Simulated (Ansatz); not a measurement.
## AlN: pressure series

Consider AlN in the wurtzite structure (space group P6_3mc, No. 186).

Space group P6₃mc (No. 186); a = b = 3.130 Å, c = 5.017 Å, α = β = 90.00°, γ = 120.00°

```json
[
 {"atom": "Al", "site": "2b", "symmetry": "3m.", "x": "0.6667", "y": "0.3333", "z": "0.0034"},
 {"atom": "N", "site": "2b", "symmetry": "3m.", "x": "0.3333", "y": "0.6667", "z": "0.1218"}
]
```

Cell and atoms are relaxed at each pressure.

Calculations: PBE/PAW in Ansatz (a quantum-chemistry and plane-wave program), scalar-relativistic without spin-orbit coupling, earlier PAW set.

```tsv
P (GPa)	V (Å³/atom)
-2.00	10.754
-1.00	10.697
0.89	10.592
2.08	10.529
4.50	10.406
9.00	10.194
15.00	9.940
22.50	9.659
30.00	9.410
```

Question: Fit a third-order Birch–Murnaghan equation of state.

Answer: Least squares on P(V) = (3B₀/2)[(V₀/V)^(7/3) − (V₀/V)^(5/3)]·[1 + (3/4)(B₀′ − 4)((V₀/V)^(2/3) − 1)] gives V₀ = 10.64 Å³/atom, B₀ = 193 GPa and B₀′ = 3.8.

Between the base and pressure 22.5 GPa the gap moves from 4.04 eV to 4.84 eV, a mean slope of 36 meV/GPa.

Load acts through the strain it causes; cell and atoms are relaxed under it. Whether these cells are dynamically stable was not tested. Measured, AlN leaves this structure (for rock salt) near 14 GPa (temperature not stated; as listed in Datta, Sujoy, Jana, Debnarayan, arXiv (2020)), on rising pressure, with hysteresis.
